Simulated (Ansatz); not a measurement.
**Effect of pressure 4.5 GPa on ZrN**

Take ZrN in the rock salt structure (space group Fm-3m, No. 225; a = 4.5952 Å) as the base.

It is then changed as follows: cell and atoms relaxed at a pressure of 4.5 GPa.

Computed with plane-wave PAW DFT at the PBE level (Ansatz, a program for electronic structure, 420 eV), without spin-orbit coupling, earlier PAW set. Γ-centred 17×17×17 mesh, Fermi–Dirac width 0.05 eV.

```csv
quantity,base,changed,shift
volume per atom,12.13 Å³,11.92 Å³,-0.21 Å³
shortest interatomic distance,229.8 pm,228.4 pm,-1.32 pm
enthalpy H = E + PV relative to the base's energy,–,+0.34 eV/atom,–
band gap,zero,zero,–
```

Load acts through the strain it causes; cell and atoms are relaxed under it. Stability against distortions was not tested. All final runs are without spin polarisation. An odd electron count without spin: ZrN.
